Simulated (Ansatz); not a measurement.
Functionals compared on NH3 on the 1x1 (110) surface of bcc W, one in a 2x2 cell, started at the site 'bridge W-W (span 3.2 Å)', in Ansatz (plane waves, PAW). The structure was relaxed with PBE; the other rows are single points on it, each with its references at the same level. Cutoff 420 eV (500 eV for r2SCAN).

Slab: 20 atoms, 6.6 Å thick at the start under the adsorbate (thin: gaps and levels are the slab's own); k 6x6x1, smearing 0.1 eV, dipole-corrected; 8 atoms held, the rest relaxed; no symmetry held; no spin, no spin-orbit, no U, no dispersion correction. At the end it is bonded to W. In PBE it is, or lies within 0.03 eV of, the lowest of the starts that converged. These notes are the PBE run's. Adsorption energies are against NH3(g). A negative adsorption energy means that the adsorbate is more stable on the surface than in its reference.

| functional | adsorption energy (eV) | work function of the top face (eV) | change of the work function (eV) | rough cost of the single point |
|---|---|---|---|---|
| PBE | -0.86 | 2.60 | -2.22 | – |
| RPBE | -0.60 | 2.51 | -2.18 | around 4 core-minutes (rough) |
| r2SCAN | -0.98 | 2.53 | -2.36 | around 8 core-minutes (rough) |

Ansatz is a quantum-chemistry and plane-wave program.
